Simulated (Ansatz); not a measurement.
The starting structures come from a database of crystals and need not be the phases stable at ambient conditions.

Inside the gap of an insulator the Bloch states are evanescent, with a wavenumber k + iκ along the transport direction.

Consider the following.

```
Ba2FN
1.0
    6.96568     0.00000     0.00000
    2.32189     6.67510     0.00000
    3.48284     0.00000     2.01082
Ba N F
2 1 1
Direct
  0.24236   0.27292   0.00000
  0.75764   0.72708   0.00000
  0.50000   0.50000   0.00000
  0.00000   0.00000   0.00000
```

Space group of this cell: R-3m. The cell is taken as given; by r2SCAN its mean pressure is -1.1 GPa.

Transport runs along the normal of the first two printed cell vectors, the (110) plane of the conventional cell.

The gap is the functional's own, uncorrected, and κ follows it; spin-orbit coupling is left out. Mid-gap values are interpolated between the computed energies.

Question: Give the band gap and the smallest decay constant κ at mid-gap that r2SCAN (Ansatz, an electronic-structure program) yields.

Answer: Gap 1.23 eV on a 14×14×14 mesh; κ = 0.252 1/Å, at the zone centre.
